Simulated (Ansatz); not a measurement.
A computed series for BaTiO3: pressure series

The parent structure is BaTiO3 (space group P4mm, No. 99).

```
CELL_PARAMETERS angstrom
      3.98510     0.00000     0.00000
      0.00000     3.98510     0.00000
      0.00000     0.00000     4.20426
ATOMIC_POSITIONS crystal
  Ti 0.50000 0.50000 0.45787
  Ba 0.00000 0.00000 0.94066
  O  0.50000 0.50000 0.88874
  O  0.50000 0.00000 0.40937
  O  0.00000 0.50000 0.40937
```

Cell and atoms are relaxed at each pressure.

Computed with PBE in Ansatz (plane waves to 420 eV, PAW, spin-orbit coupling left out), earlier PAW set.

Candidates:
(a) pressure 7.5 GPa
(b) pressure 5 GPa
(c) pressure 0.7 GPa
(d) pressure 3 GPa
(e) pressure 1.5 GPa

For the base:

- Smallest direct gap = 2.39 eV

Problem. Order them by smallest direct gap, lowest first.

Solution. (a) pressure 7.5 GPa (2.19 eV), (b) pressure 5 GPa (2.26 eV), (d) pressure 3 GPa (2.31 eV), (e) pressure 1.5 GPa (2.35 eV), (c) pressure 0.7 GPa (2.37 eV)

Load acts through the strain it causes; cell and atoms are relaxed under it. Whether these cells are dynamically stable was not tested. No other phases were tried under pressure. The final runs are not spin-polarised.

Ansatz is a first-principles code.
